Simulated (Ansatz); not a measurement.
Amorphous Ga₂₄O₃₇Sr, 62 atoms at 5.00 g/cm³, one PBE-relaxed geometry, zone centre. Methods: PBE, scalar-relativistic without spin-orbit coupling (Ansatz, a first-principles code); r2SCAN, scalar-relativistic without spin-orbit coupling (Ansatz); HSE06, scalar-relativistic without spin-orbit coupling (Ansatz). Plane waves to 420 eV (r2SCAN 500 eV); exact exchange is cut at the cell's faces. At PBE the levels at the filled edge of the gap are localised (band-tail or defect states). All rungs ran without spin polarisation.

It comes from a melt-quench run on a machine-learned potential (CHGNet), relaxed afterwards by DFT. O atoms were pushed apart under 1.9 Å during the dynamics, to hinder bonds among them. The hot cell started wider than the set density and was brought back towards it in steps. It is the lowest in DFT energy of 2 quenches. It is a model cell: composition and starting density were chosen by hand, and all elements were melted together. No dispersion term was used. Its density started from a set value of 5.01 and ended at 5.00 g/cm³. Cooling (nominally 280 K/ps over its main leg) ran many orders faster than in experiment, which tends to leave more defects and strain. Values belong to this one cell and scatter from quench to quench. Volume and shape were free in the relaxation.

The relaxation ran on the zone centre alone. At PBE the level gap is 1.72 eV on a 2×2×2 Γ-centred mesh, and the spacing at the zone centre alone 1.72 eV.

What zone-centre spacing does r2SCAN give, roughly?

2.27 eV (+0.54 eV against PBE).

What zone-centre spacing does HSE06 give, roughly?

3.42 eV (+1.70 eV against PBE).

The highest filled and the lowest empty state spread over these numbers of atoms (participation numbers): PBE: 4.7 and 56.4; r2SCAN: 4.9 and 55.7; HSE06: 5.5 and 55.9.
